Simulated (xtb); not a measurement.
xtb 6.7.1, GFN2-xTB: C[Si](C)(O)N[SiH3], 17 atoms. The geometry is a generated start, not checked to be a minimum at this level.

```yaml
run_flags: --grad
method: GFN2-xTB
"--acc": 1 (default)
"--etemp (K)": 300 (default)
basis_functions: 47
valence_electrons: 38
```

```xyz
17

Si     2.2211    -0.8055     0.5117
N      0.7082    -0.2010     1.0918
Si    -0.7101     0.2713     0.1944
C     -0.4615     1.8666    -0.8022
C     -1.2032    -1.1977    -0.9028
O     -1.8779     0.6630     1.2697
H      2.9582     0.1905    -0.2768
H      2.9790    -1.1602     1.7130
H      1.9421    -1.9767    -0.3162
H      0.7636     0.2337     2.0005
H      0.2939     1.7353    -1.5699
H     -1.3806     2.1771    -1.2869
H     -0.1431     2.6790    -0.1561
H     -2.1557    -1.0189    -1.3919
H     -1.2947    -2.1110    -0.3226
H     -0.4656    -1.3782    -1.6768
H     -2.1736     0.0327     1.9210
```

One run each on 1 thread. Values of broydamp tried: 0.02, 0.05, 0.1, 0.2, 0.4 (default), 0.6, 0.8, 1.

How does the count of SCC iterations change with broydamp, and where is it least?

Fewest SCC iterations, within one of each other: 0.4 (default) with 13, 0.6 with 14, 0.8 with 14, 1 with 14. The count rises to 23 at 0.02. All converge to one solution.

```tsv
broydamp	SCC iterations	end
0.02	23	same solution
0.05	20	same solution
0.1	18	same solution
0.2	15	same solution
0.4 (default)	13	same solution
0.6	14	same solution
0.8	14	same solution
1	14	same solution
```
